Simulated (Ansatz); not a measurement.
# What Se → Ir does to BeSe

The parent structure is BeSe in the zinc blende structure (space group F-43m, No. 216; a = 5.129 Å).

It is then changed as follows: full substitution Se → Ir, then cell and atoms are relaxed.

Method: PBEsol (Ansatz, a quantum-chemistry and plane-wave program; PAW; 420 eV plane waves; scalar-relativistic without spin-orbit coupling). Settings: 16×16×16 k-points, 0.05 eV Fermi–Dirac smearing, for the changed cell.

The volume per atom shrinks by 2.31 Å³ (16.86 Å³ → 14.55 Å³) and the shortest interatomic distance decreases by 0.107 Å (2.221 Å → 2.114 Å). The band gap goes from 2.47 eV to zero.

Stability against distortions was not tested. As relaxed here, BeIr is a hypothetical phase, not in the database extracts checked. All final runs are without spin polarisation. An odd electron count without spin: BeIr. BeIr has a high density of states at the Fermi level and may be magnetic at this level.
